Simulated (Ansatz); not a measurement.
## CoPdO2: response to strain

Base system: CoPdO2 (space group R-3m, No. 166; a = 2.8255 Å, c = 17.7539 Å (hexagonal axes); not spin-polarised; relaxed with 0.1 eV smearing). Axes: x lies along a and z along c of the hexagonal cell.

Strains are applied to the cell and any free atomic positions relax; under biaxial strain the out-of-plane vector relaxes too.

Method: Ansatz (a quantum-chemistry and plane-wave program) r2SCAN, no spin-orbit coupling.

Notes on the quantities. energy relative to the base: free energy F; pressure: mean of the normal stresses, compression positive.

```tsv
variant	energy relative to the base	pressure	shortest interatomic distance	space group
base	0 meV/atom	0.0 GPa	1.893 Å	R-3m (No. 166)
biaxial strain +1.00 %, plane normal [001], relaxed out of plane	–	-2.7 GPa	1.901 Å	R-3m (No. 166)
isotropic strain −3.53 %	+97 meV/atom	32.9 GPa	1.832 Å	R-3m (No. 166)
isotropic strain −3.19 %	+78 meV/atom	28.9 GPa	1.838 Å	R-3m (No. 166)
isotropic strain −1.51 %	+16 meV/atom	12.0 GPa	1.867 Å	R-3m (No. 166)
isotropic strain +1.13 %	+8.2 meV/atom	-7.3 GPa	1.911 Å	R-3m (No. 166)
uniaxial strain ε_xx = −4.94 %	+30 meV/atom	11.8 GPa	1.861 Å	C2/m (No. 12)
uniaxial strain ε_yy = +0.36 %	+0.1 meV/atom	-0.7 GPa	1.894 Å	C2/m (No. 12)
uniaxial strain ε_zz = +4.15 %	–	-10.0 GPa	1.914 Å	R-3m (No. 166)
```

Whether these cells are dynamically stable was not tested. Seeded moments were not kept for the base. No Hubbard U is applied and the magnetic state is the run's own (CoPdO2 not spin-polarised; CoPdO2 non-magnetic); small cells can't hold the antiferromagnetic order that many such compounds have, so gaps and moments can be off. All final runs are without spin polarisation. An odd electron count without spin: CoPdO2.
